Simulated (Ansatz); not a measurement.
A set of cells, compared by their band gap.

Cell A: SrO (rock salt, Fm-3m), 2 atoms in the cell, k-point mesh 12×12×12 on the run's own vectors.
```yaml
crystal:
  lattice:
    - [0.00000, 2.59758, 2.59758]
    - [2.59758, 0.00000, 2.59758]
    - [2.59758, 2.59758, 0.00000]
  atoms:
    - { symbol: Sr, position: [0.00000, 0.00000, 0.00000] }
    - { symbol: O, position: [0.50000, 0.50000, 0.50000] }
```

Cell B: SrTiO3 (cubic perovskite, Pm-3m), 5 atoms in the cell; spin state with PBE: run without spin, k-point mesh 10×10×10 on the run's own vectors.
```xyz
5
Lattice="3.9365 0.0000 0.0000 0.0000 3.9365 0.0000 0.0000 0.0000 3.9365" Properties=species:S:1:pos:R:3 pbc="T T T"
Sr     0.0000     0.0000     0.0000
Ti     1.9683     1.9683     1.9683
O      1.9683     1.9683     0.0000
O      1.9683     0.0000     1.9683
O      0.0000     1.9683     1.9683
```

Cell C: TiO2 (rutile, P4₂/mnm), 6 atoms in the cell; spin state with PBE: run without spin, k-point mesh 12×8×8 on the run's own vectors.
```
CELL_PARAMETERS angstrom
      0.00000     0.00000     2.96369
      4.64354     0.00000     0.00000
      0.00000     4.64354     0.00000
ATOMIC_POSITIONS crystal
  Ti 0.00000 0.00000 0.00000
  Ti 0.50000 0.50000 0.50000
  O  0.00000 0.30512 0.30512
  O  0.00000 0.69488 0.69488
  O  0.50000 0.19488 0.80512
  O  0.50000 0.80512 0.19488
```

All numbers come from Ansatz (a quantum-chemistry and plane-wave program), plane waves with PAW, its PAW set soft_1, cutoff 420 eV, 500 eV for r2SCAN. The structures are at rest with PBE; other levels are single points on them. Neutral cells; Fermi-Dirac smearing of at most 0.05 eV in the solids, energies taken to zero width. The lattices are those relaxed with PBE, so at other levels the solids can be strained, which adds to the spread. The structures are the rest points that the relaxations reached, not proven lowest. The runs are scalar-relativistic, without spin-orbit coupling. A dispersion term ran beside these levels; it doesn't touch the electrons. Gaps are highest filled to lowest empty Kohn-Sham level on the run's k-point mesh, states of defects and surfaces included; edges off the mesh make the true gap smaller, and under 0.08 eV counts as none.

Q: What does PBE give for the band gap of each cell (eV)?

A: 
```json
[
 {"cell": "A", "PBE": "3.33 (indirect)"},
 {"cell": "B", "PBE": "1.85 (indirect)"},
 {"cell": "C", "PBE": "1.86 (direct)"}
]
```

With PBE the value is lowest for B and highest for A.

Q: How do the other levels compare?

A: 
```json
[
 {"system": "A", "r2SCAN": "3.81 (indirect)"},
 {"system": "B", "r2SCAN": "2.21 (indirect)"},
 {"system": "C", "r2SCAN": "2.19 (direct)"}
]
```

With r2SCAN the value is lowest for C and highest for A.
